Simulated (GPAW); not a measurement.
Band structure of YMg (P-3m1, 4 atoms in the cell).

```
CELL_PARAMETERS angstrom
      3.41705     0.00000     0.00000
     -1.70853     2.95925     0.00000
      0.00000     0.00000    11.24178
ATOMIC_POSITIONS crystal
  Y  0.66667 0.33333 0.87089
  Y  0.33333 0.66667 0.12911
  Mg 0.33333 0.66667 0.61802
  Mg 0.66667 0.33333 0.38198
```

Level of theory: LDA (Perdew-Wang 92), GPAW PAW datasets LDA (gpaw-data 1.0.1) (plane waves; GPAW).

Settings: mode = pw; ecut = 850 eV; xc = LDA; kpts = 8 8 2; mesh shift (steps) = 0 0 0; occupations.name = methfessel-paxton; occupations.width = 0.2 eV; occupations.order = 0; nbands = -10; symmetry.symmorphic = false; symmetry.tolerance = 0.0005; maxiter = 120; bandpath_npoints = 40.

The starting cell comes from a database of computed structures (which also holds hypothetical and non-ambient phases and stackings), without a prior relaxation at this level.

Levels in eV from the Fermi level, bands 18 to 25:
| point | 18 | 19 | 20 | 21 | 22 | 23 | 24 | 25 |
|---|---|---|---|---|---|---|---|---|
| Γ | -4.12 | -3.89 | -1.81 | -0.29 | 1.00 | 1.97 | 1.97 | 2.19 |
| M | -1.75 | -1.46 | -1.26 | -0.53 | -0.37 | 0.57 | 1.48 | 1.64 |
| K | -0.47 | -0.47 | -0.23 | -0.13 | -0.13 | 0.22 | 0.49 | 0.49 |
| A | -4.76 | -2.73 | -2.53 | -0.31 | 0.96 | 1.97 | 1.97 | 2.19 |
| L | -1.82 | -1.26 | -1.03 | -0.89 | -0.04 | 0.19 | 1.08 | 2.25 |
| H | -0.53 | -0.49 | -0.29 | -0.11 | -0.11 | 0.12 | 0.64 | 0.64 |

Bands cross the Fermi level along this path, so the cell is metallic at this level.
